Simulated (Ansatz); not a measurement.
Base system: SiC in the zinc blende structure (space group F-43m, No. 216; a = 4.356 Å). Axes: x, y, z lie along the cube axes.

All numbers come from r2SCAN, PAW, 500 eV (Ansatz, a program for electronic structure; without spin-orbit coupling).

Strains are applied to the cell and any free atomic positions relax; under biaxial strain the out-of-plane vector relaxes too.

One change was made to it. Results:

```tsv
quantity	base	after
energy relative to the base (free energy F)	0 meV/atom	+18 meV/atom
band gap	1.71 eV	1.31 eV
electron mass	0.64 mₑ along k, 0.23 mₑ across (at X)	0.61 mₑ along k, 0.24 mₑ across (at X)
```

**Question.** Name the change that was made.
A. biaxial strain +3.00 %, plane normal [001], relaxed out of plane
B. biaxial strain +2.50 %, plane normal [001], relaxed out of plane
C. biaxial strain +1.50 %, plane normal [001], relaxed out of plane
D. biaxial strain +0.50 %, plane normal [001], relaxed out of plane

**Answer.** B, biaxial strain +2.50 %, plane normal [001], relaxed out of plane. For comparison, the band gap in the other runs: biaxial strain +1.50 %, plane normal [001], relaxed out of plane gives 1.46 eV; biaxial strain +3.00 %, plane normal [001], relaxed out of plane gives 1.23 eV; biaxial strain +0.50 %, plane normal [001], relaxed out of plane gives 1.63 eV.

Masses are band curvatures over ±0.01 Å⁻¹ around the edge. Along k means along the line from Γ to the band edge. Whether these cells are dynamically stable was not tested.
